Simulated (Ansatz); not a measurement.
Consider Li vacancy in ferroelectric LiNbO3, charge state -1. Calculation: PBE, PAW (plane waves to 420 eV; Ansatz, an electronic-structure program).

Settings: 120 host sites, the relaxed PBE lattice, the Γ point alone, smearing 0.01 eV, spin-restricted, no image-charge correction. Energies are static. The charge state is imposed; whether it is stable for some Fermi level was not computed. Forms of the defect that were not tried may lie lower.

Barriers: single points on a 2×2×2 k-point mesh shifted by half a step along c at the bands' geometries.

Relaxed starting cell (atoms counted from 1):

```yaml
crystal:
  lattice:
    - [10.38111, 0.00000, 0.00000]
    - [-5.19055, 8.99030, 0.00000]
    - [0.00000, 0.00000, 14.01469]
  atoms:
    - { symbol: Li, position: [0.00255, 0.50079, 0.21770] }
    - { symbol: Li, position: [0.49777, 0.99678, 0.21777] }
    - { symbol: Li, position: [0.49848, 0.50153, 0.21780] }
    - { symbol: Li, position: [0.33507, 0.16641, 0.05015] }
    - { symbol: Li, position: [0.33318, 0.66659, 0.05846] }
    - { symbol: Li, position: [0.83300, 0.16862, 0.05011] }
    - { symbol: Li, position: [0.83090, 0.66447, 0.05008] }
    - { symbol: Nb, position: [0.16428, 0.32646, 0.16557] }
    - { symbol: Nb, position: [0.16160, 0.83520, 0.16559] }
    - { symbol: Nb, position: [0.66633, 0.33313, 0.16678] }
    - { symbol: Nb, position: [0.67313, 0.83775, 0.16560] }
    - { symbol: Nb, position: [0.33229, 0.16448, 0.33238] }
    - { symbol: Nb, position: [0.33299, 0.66642, 0.33110] }
    - { symbol: Nb, position: [0.83490, 0.16756, 0.33236] }
    - { symbol: Nb, position: [0.83180, 0.66704, 0.33240] }
    - { symbol: O, position: [0.01934, 0.35570, 0.10315] }
    - { symbol: O, position: [0.01701, 0.85209, 0.09751] }
    - { symbol: O, position: [0.51928, 0.35694, 0.10368] }
    - { symbol: O, position: [0.51936, 0.85784, 0.10483] }
    - { symbol: O, position: [0.33812, 0.48011, 0.10477] }
    - { symbol: O, position: [0.33586, 0.98003, 0.10317] }
    - { symbol: O, position: [0.83719, 0.48010, 0.10365] }
    - { symbol: O, position: [0.83454, 0.98234, 0.09745] }
    - { symbol: O, position: [0.00810, 0.20248, 0.27178] }
    - { symbol: O, position: [0.00305, 0.69101, 0.26940] }
    - { symbol: O, position: [0.50559, 0.19060, 0.27099] }
    - { symbol: O, position: [0.50255, 0.68920, 0.26950] }
    - { symbol: O, position: [0.14733, 0.16498, 0.09743] }
    - { symbol: O, position: [0.14148, 0.66132, 0.10478] }
    - { symbol: O, position: [0.64242, 0.16218, 0.10368] }
    - { symbol: O, position: [0.64374, 0.66354, 0.10314] }
    - { symbol: O, position: [0.18624, 0.49684, 0.26946] }
    - { symbol: O, position: [0.19397, 0.99132, 0.27178] }
    - { symbol: O, position: [0.68457, 0.49371, 0.27100] }
    - { symbol: O, position: [0.68748, 0.99618, 0.26949] }
    - { symbol: O, position: [0.30841, 0.31186, 0.26943] }
    - { symbol: O, position: [0.31010, 0.81313, 0.26954] }
    - { symbol: O, position: [0.80885, 0.31473, 0.27088] }
    - { symbol: O, position: [0.79693, 0.80532, 0.27180] }
    - { symbol: Li, position: [0.33373, 0.16555, 0.55111] }
    - { symbol: Li, position: [0.33292, 0.66630, 0.55008] }
    - { symbol: Li, position: [0.83379, 0.16790, 0.55116] }
    - { symbol: Li, position: [0.83144, 0.66560, 0.55111] }
    - { symbol: Li, position: [0.16589, 0.33407, 0.38271] }
    - { symbol: Li, position: [0.16780, 0.83337, 0.38281] }
    - { symbol: Li, position: [0.66620, 0.33299, 0.38350] }
    - { symbol: Li, position: [0.66520, 0.83148, 0.38274] }
    - { symbol: Nb, position: [0.99964, 0.99973, 0.49826] }
    - { symbol: Nb, position: [0.99947, 0.50063, 0.49952] }
    - { symbol: Nb, position: [0.50076, 0.99984, 0.49948] }
    - { symbol: Nb, position: [0.49862, 0.49856, 0.49951] }
    - { symbol: Nb, position: [0.16616, 0.33314, 0.66624] }
    - { symbol: Nb, position: [0.16656, 0.83319, 0.66621] }
    - { symbol: Nb, position: [0.66628, 0.33304, 0.66701] }
    - { symbol: Nb, position: [0.66618, 0.83281, 0.66617] }
    - { symbol: O, position: [0.35261, 0.02398, 0.43873] }
    - { symbol: O, position: [0.35157, 0.52237, 0.43758] }
    - { symbol: O, position: [0.85209, 0.02374, 0.43683] }
    - { symbol: O, position: [0.85149, 0.52303, 0.43756] }
    - { symbol: O, position: [0.17117, 0.14721, 0.43679] }
    - { symbol: O, position: [0.17042, 0.64770, 0.43765] }
    - { symbol: O, position: [0.67100, 0.14783, 0.43745] }
    - { symbol: O, position: [0.67093, 0.64663, 0.43872] }
    - { symbol: O, position: [0.33779, 0.35656, 0.60436] }
    - { symbol: O, position: [0.33738, 0.85621, 0.60417] }
    - { symbol: O, position: [0.83774, 0.35720, 0.60482] }
    - { symbol: O, position: [0.83739, 0.85714, 0.60352] }
    - { symbol: O, position: [0.47626, 0.32816, 0.43757] }
    - { symbol: O, position: [0.47692, 0.82887, 0.43764] }
    - { symbol: O, position: [0.97518, 0.32831, 0.43873] }
    - { symbol: O, position: [0.97556, 0.82815, 0.43682] }
    - { symbol: O, position: [0.01930, 0.16193, 0.60353] }
    - { symbol: O, position: [0.01833, 0.66152, 0.60439] }
    - { symbol: O, position: [0.51901, 0.16158, 0.60482] }
    - { symbol: O, position: [0.51844, 0.66207, 0.60405] }
    - { symbol: O, position: [0.14312, 0.48087, 0.60412] }
    - { symbol: O, position: [0.14221, 0.98000, 0.60346] }
    - { symbol: O, position: [0.64210, 0.48036, 0.60488] }
    - { symbol: O, position: [0.64283, 0.98108, 0.60430] }
    - { symbol: Li, position: [0.16637, 0.33262, 0.88579] }
    - { symbol: Li, position: [0.16566, 0.83277, 0.88559] }
    - { symbol: Li, position: [0.66640, 0.33319, 0.88668] }
    - { symbol: Li, position: [0.66684, 0.83375, 0.88556] }
    - { symbol: Li, position: [0.99956, 0.99963, 0.71810] }
    - { symbol: Li, position: [0.99917, 0.49989, 0.71852] }
    - { symbol: Li, position: [0.50012, 0.00010, 0.71843] }
    - { symbol: Li, position: [0.49961, 0.49920, 0.71849] }
    - { symbol: Nb, position: [0.33261, 0.16576, 0.83333] }
    - { symbol: Nb, position: [0.33302, 0.66643, 0.83350] }
    - { symbol: Nb, position: [0.83361, 0.16672, 0.83331] }
    - { symbol: Nb, position: [0.83264, 0.66677, 0.83331] }
    - { symbol: Nb, position: [0.99965, 0.99980, 0.00011] }
    - { symbol: Nb, position: [0.00145, 0.50087, 0.00071] }
    - { symbol: Nb, position: [0.49907, 0.99809, 0.00075] }
    - { symbol: Nb, position: [0.49859, 0.50041, 0.00071] }
    - { symbol: O, position: [0.18584, 0.19029, 0.77028] }
    - { symbol: O, position: [0.18551, 0.69018, 0.77086] }
    - { symbol: O, position: [0.68558, 0.19045, 0.77115] }
    - { symbol: O, position: [0.68517, 0.68994, 0.76997] }
    - { symbol: O, position: [0.00431, 0.31424, 0.77002] }
    - { symbol: O, position: [0.00394, 0.81349, 0.77023] }
    - { symbol: O, position: [0.50443, 0.31379, 0.77121] }
    - { symbol: O, position: [0.50411, 0.81383, 0.77068] }
    - { symbol: O, position: [0.17036, 0.02325, 0.93527] }
    - { symbol: O, position: [0.17140, 0.52333, 0.93723] }
    - { symbol: O, position: [0.67013, 0.02381, 0.93663] }
    - { symbol: O, position: [0.67082, 0.52454, 0.93779] }
    - { symbol: O, position: [0.30931, 0.49530, 0.77073] }
    - { symbol: O, position: [0.30944, 0.99510, 0.77000] }
    - { symbol: O, position: [0.80890, 0.49499, 0.77115] }
    - { symbol: O, position: [0.80902, 0.99539, 0.77029] }
    - { symbol: O, position: [0.35319, 0.32930, 0.93665] }
    - { symbol: O, position: [0.35169, 0.82807, 0.93724] }
    - { symbol: O, position: [0.85329, 0.32870, 0.93778] }
    - { symbol: O, position: [0.85245, 0.82905, 0.93525] }
    - { symbol: O, position: [0.47489, 0.14609, 0.93779] }
    - { symbol: O, position: [0.47611, 0.64781, 0.93715] }
    - { symbol: O, position: [0.97613, 0.14701, 0.93528] }
    - { symbol: O, position: [0.97575, 0.64621, 0.93658] }
```
Cell charge -1.

End state 1 differs by these moves (Å; atoms that move under 0.08 Å are left out):

```
atom  element     Δx     Δy     Δz
----  -------  -----  -----  -----
4          Li  -2.63  -1.49   2.32
5          Li   0.02   0.01  -0.11
17          O   0.01   0.05   0.07
18          O   0.02   0.11   0.02
21          O   0.10  -0.07   0.03
23          O   0.03  -0.02   0.07
24          O   0.02  -0.11   0.00
28          O  -0.14  -0.06   0.11
33          O  -0.11   0.03  -0.02
39          O   0.09   0.08  -0.01
83         Li   0.00  -0.01   0.09
112         O  -0.04   0.02  -0.08
116         O   0.05   0.02  -0.10
```

**Question.** What forward and backward barriers to end state 1 does PBE, PAW give?

**Answer.** forward 1.12 eV, backward 1.12 eV; at the saddle point atom 4 has neighbours O at 1.75, O at 1.82, O at 2.11 Å. The saddle point's order was not checked.
